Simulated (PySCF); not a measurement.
PySCF 2.14.0, unrestricted TPSSH/def2-tzvp, df: Pb(Cl)2 triplet ([Cl][Pb][Cl]), charge 0, multiplicity 3, 3 atoms. The geometry is a generated start, not checked to be a minimum at this level.

```
Property                                             Value
-------------------------  -------------------------------
task                                                energy
method                                               tpssh
basis                                            def2-tzvp
two-electron scheme                        density fitting
mol.max_memory                                     3000 MB
mf.max_cycle                                           100
mf.init_guess                              minao (default)
mf.conv_tol                                1e-09 (default)
mf.grids.level                                 3 (default)
effective core potentials  those of the basis set, past Kr
basis functions                                        124
grid points                                          60992
```

```xyz
3

Pb     0.0505    -0.0449     1.0521
Cl     1.2194     1.4754    -0.5227
Cl    -1.2699    -1.4304    -0.5294
```

Charge 0 and multiplicity 3 are set for this test and not shown to be the ground state.

With the defaults (mf.DIIS = CDIIS, mf.level_shift = 0, mf.diis = true, mf.damp = 0, mf.diis_start_cycle = 1, mf.diis_space = 8) it converges in 17 Fock builds. One run each on 2 threads, 1 BLAS thread, with these changes:
- mf.diis_space = 20
- mf.diis_space = 12
- mf.DIIS = ADIIS
- mf.diis = false, mf.damp = 0.7, mf.diis_start_cycle = 999
- mf.DIIS = EDIIS
- mf.diis = false
- mf.damp = 0.7, mf.diis_start_cycle = 8
- mf.diis_space = 3
- mf.level_shift = 0.3 Hartree

### Question
Name the settings that don't reach the solution of the defaults.

### Answer
No convergence: mf.DIIS = EDIIS; mf.level_shift = 0.3 Hartree; mf.diis = false (the run ends without SCF convergence in 100 cycles). The rest reach the solution of the defaults.

```json
[
 {"setting": "mf.diis_space = 20", "Fock builds": "16", "end": "same solution"},
 {"setting": "mf.diis_space = 12", "Fock builds": "16", "end": "same solution"},
 {"setting": "the defaults", "Fock builds": "17", "end": "same solution"},
 {"setting": "mf.damp = 0.7, mf.diis_start_cycle = 8", "Fock builds": "18", "end": "same solution"},
 {"setting": "mf.diis_space = 3", "Fock builds": "26", "end": "same solution"},
 {"setting": "mf.DIIS = ADIIS", "Fock builds": "34", "end": "same solution"},
 {"setting": "mf.diis = false, mf.damp = 0.7, mf.diis_start_cycle = 999", "Fock builds": "34", "end": "same solution"},
 {"setting": "mf.DIIS = EDIIS", "Fock builds": "101", "end": "no convergence"},
 {"setting": "mf.level_shift = 0.3 Hartree", "Fock builds": "101", "end": "no convergence"},
 {"setting": "mf.diis = false", "Fock builds": "101", "end": "no convergence"}
]
```
